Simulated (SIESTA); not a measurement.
Band structure of MgV2O4 (P-1, 7 atoms in the cell).

```
CELL_PARAMETERS angstrom
      3.06574     0.00000     0.00000
     -0.00945     5.25307     0.00000
     -1.51799    -1.26862     4.90800
ATOMIC_POSITIONS crystal
  Mg 0.00000 0.50000 0.00000
  V  0.76853 0.76420 0.53759
  V  0.23147 0.23580 0.46241
  O  0.84803 0.15094 0.69683
  O  0.15197 0.84906 0.30317
  O  0.37115 0.60682 0.74213
  O  0.62885 0.39318 0.25787
```
Moments meant for the start (each program seeds them in its own way; μB, in the order of the atoms Mg V V O O O O): 0.0 2.0 2.0 0.0 0.0 0.0 0.0.

Level of theory: SIESTA with GGA PBEsol, numerical atomic orbitals DZP, PseudoDojo PBEsol standard norm-conserving potentials (rewritten from UPF to PSML).

Settings: XC.functional = GGA; XC.authors = PBEsol; potentials = PseudoDojo PBEsol standard; PAO.BasisSize = DZP; PAO.EnergyShift = 0.005 Ry; MeshCutoff = 350 Ry; kgrid.MonkhorstPack = 4 3 3; OccupationFunction = FD; ElectronicTemperature = 0.05 eV; Spin = polarized; DM.InitSpin = [1 +0.00, 2 +2.00, 3 +2.00, 4 +0.00, 5 +0.00, 6 +0.00, 7 +0.00]; MaxSCFIterations = 150; SCF.Mixer.Method = Pulay; SCF.Mixer.Weight = 0.1.

The starting cell comes from a database of computed structures (which also holds hypothetical and non-ambient phases and stackings), without a prior relaxation at this level. Its lattice was rescaled by a random factor within 2.5 % of one. The magnetic order is the one reached from the typed start; others were not searched systematically. Values carry the incompleteness of an atom-centred basis.

Levels in eV from the Fermi level, bands 29 to 34 of the first spin channel:
```
point     29     30     31     32    33    34
-----  -----  -----  -----  -----  ----  ----
X      -0.46  -0.35  -0.12  -0.10  0.03  0.05
Γ      -0.96  -0.83  -0.79  -0.10  0.03  0.20
Y      -1.05  -0.69  -0.40  -0.20  0.05  0.41
L      -1.10  -0.85  -0.02  -0.01  0.12  0.12
Z      -1.18  -0.85  -0.42  -0.20  0.00  0.35
N      -1.09  -0.86  -0.03  -0.01  0.12  0.12
M      -1.08  -0.93  -0.79  -0.03  0.03  0.16
R      -0.47  -0.34  -0.12  -0.11  0.03  0.05
```

No band crosses the Fermi level by more than 0.03 eV along this path.

Higher empty bands are left out: an atom-centred basis made for the valence describes them poorly.

The net moment of the cell came out as 4.00 μB.
